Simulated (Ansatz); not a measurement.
Base system: ZrC in the rock salt structure (space group Fm-3m, No. 225; a = 4.669 Å; relaxed with 0.1 eV smearing). Axes: x, y, z lie along the cube axes.

All numbers come from PBEsol, PAW, 420 eV (Ansatz, an electronic-structure program; no spin-orbit coupling).

One thing is altered: biaxial strain −2.50 %, plane normal [111], relaxed out of plane (Cartesian); in-plane vectors clamped, the third vector and the atoms free.

Task: Predict the new ratio −ε⊥/ε∥.

Result: The ratio −ε⊥/ε∥ amounts to 0.60.

Task: Estimate the effect on the in-plane stress.

Result: The mean in-plane stress (compression positive) amounts to +13.6 GPa.

Stability against distortions was not tested. All final runs are without spin polarisation.
